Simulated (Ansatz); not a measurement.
**Computed paths: O vacancy in anatase TiO2 with all lengths changed by -1 %, charge state +2**

Consider O vacancy in anatase TiO2 with all lengths changed by -1 %, charge state +2. All values below come from PBE, PAW (plane waves to 420 eV; Ansatz, a first-principles code).

Settings: 108 host sites, the strained lattice (strain from the relaxed PBE one, atoms relaxed), the Γ point alone, smearing 0.01 eV, spin-restricted, no image-charge correction. Static, classical nuclei. The charge state is imposed; whether it is stable for some Fermi level was not computed. Forms of the defect that were not tried may lie lower.

Barriers: single points on a 2×2×2 k-point mesh shifted by half a step at the bands' geometries.

| Route | Start site over the lowest site run (eV) | Hop (Å) | Forward barrier (eV) | Backward barrier (eV) | Neighbours at the start | Neighbours at the saddle | Saddle order | Forward, on the band's own sampling (eV) |
|---|---|---|---|---|---|---|---|---|
| a nearby O atom hops onto the vacant site | 0.00 | 1.91 | 0.09 | 0.09 | Ti at 1.88, Ti at 1.90, Ti at 2.19 Å | 2 Ti at 1.79 Å | not checked, on a symmetry element | 0.11 |
| a nearby O atom hops onto the vacant site | 0.00 | 2.47 | 1.09 | 1.09 | Ti at 1.90, Ti at 1.97, Ti at 2.02 Å | Ti at 1.71 Å | not checked, on a symmetry element | 1.14 |
| a nearby O atom hops onto the vacant site | 0.00 | 3.18 | 1.93 | 1.93 | 2 O at 2.47; 2 Ti at 1.93, Ti at 1.97 Å | Ti at 1.75 Å | not checked | 1.95 |

Paths come from CI-NEB runs. Of the routes that converged and passed our checks, the lowest saddle point lies 0.092 eV above the lowest of the sites run (a nearby O atom hops onto the vacant site); other sites, such as split forms, and other routes may lie lower. A band can be held on a symmetry element, so unchecked saddle points there may be too high.

The whole set of runs took roughly 3 core-hours.
